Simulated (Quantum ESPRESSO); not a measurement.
Input and output of a self-consistent single point for Fe (Im-3m, 1 atom in the cell) (Quantum ESPRESSO).

Level of theory: PBE, PSlibrary PAW (PBE) pseudopotentials (plane waves; Quantum ESPRESSO).

```
CELL_PARAMETERS angstrom
     -1.43070     1.43070     1.43070
      1.43070    -1.43070     1.43070
      1.43070     1.43070    -1.43070
ATOMIC_POSITIONS crystal
  Fe 0.00000 0.00000 0.00000
```
Moments meant for the start (each program seeds them in its own way; μB, in the order of the atoms Fe): 2.5.

Reference input (self-consistent single point, DFT, PBE, plane waves, PSlibrary PAW (PBE) pseudopotentials): ecutwfc = 55 Ry; ecutrho = 330 Ry; occupations = smearing; smearing = gaussian; degauss = 0.0073499 Ry; nspin = 2; potentials = {Fe: Fe.pbe-n-kjpaw_psl.1.0.0.UPF}; K_POINTS = automatic 8 8 8 0 0 0; conv_thr = 1e-10 Ry; mixing_beta = 0.4. This run's input differs from it in these lines:

```diff
@@ -12,4 +12,4 @@
    ntyp = 1
-   ecutwfc = 55
-   ecutrho = 330
+   ecutwfc = 82
+   ecutrho = 492
    occupations = 'smearing'
```

Output (repeated stretches shortened):

```
     Self-consistent Calculation

     iteration #  1     ecut=    82.00 Ry     beta= 0.40

     total energy              =    -141.72229596 Ry
     estimated scf accuracy    <       0.09263273 Ry

     total magnetization       =     2.05 Bohr mag/cell
     absolute magnetization    =     2.05 Bohr mag/cell

     iteration #  2     ecut=    82.00 Ry     beta= 0.40

     total energy              =    -141.75015410 Ry
     estimated scf accuracy    <       0.02104810 Ry

     total magnetization       =     2.21 Bohr mag/cell
     absolute magnetization    =     2.21 Bohr mag/cell

     iteration #  3     ecut=    82.00 Ry     beta= 0.40

   [... lines left out ...]

     total magnetization       =     2.14 Bohr mag/cell
     absolute magnetization    =     2.16 Bohr mag/cell

   [... 49 blocks of this kind left out ...]

     iteration # 53     ecut=    82.00 Ry     beta= 0.40

     total energy              =    -141.76232259 Ry
     estimated scf accuracy    <          4.3E-09 Ry

     total magnetization       =     2.35 Bohr mag/cell
     absolute magnetization    =     2.48 Bohr mag/cell

     iteration # 54     ecut=    82.00 Ry     beta= 0.40

     Magnetic moment per site  (integrated on atomic sphere of radius R)
     atom   1 (R=0.413)  charge=  6.4537  magn=  2.4053
     End of self-consistent calculation

     the Fermi energy is    12.6638 ev

!    total energy              =    -141.76232260 Ry
     estimated scf accuracy    <          2.0E-11 Ry
     smearing contrib. (-TS)   =      -0.00027621 Ry
     internal energy E=F+TS    =    -141.76204639 Ry

     total magnetization       =     2.35 Bohr mag/cell
     absolute magnetization    =     2.48 Bohr mag/cell

     convergence has been achieved in  54 iterations

     Forces acting on atoms (cartesian axes, Ry/au):

     atom    1 type  1   force =     0.00000000    0.00000000    0.00000000

     Total force =     0.000000     Total SCF correction =     0.000000

          total   stress  (Ry/bohr**3)                   (kbar)     P=      -25.77
  -0.00017517  -0.00000000  -0.00000000          -25.77       -0.00       -0.00
  -0.00000000  -0.00017517  -0.00000000           -0.00      -25.77       -0.00
  -0.00000000  -0.00000000  -0.00017517           -0.00       -0.00      -25.77

   JOB DONE.
```

The run converged in 54 iterations. Against the reference run the free energy drops by 4.7 meV/atom, the pressure goes from -2.72 to -2.58 GPa and the size of the net moment stays at 2.35 μB/atom.

The starting cell has typed, rounded lattice constants, without a prior relaxation at this level. Its lattice was rescaled by up to half a per cent. With one magnetic atom in the cell only a parallel order is possible.

Cost on one core of a shared machine: roughly 2 min.
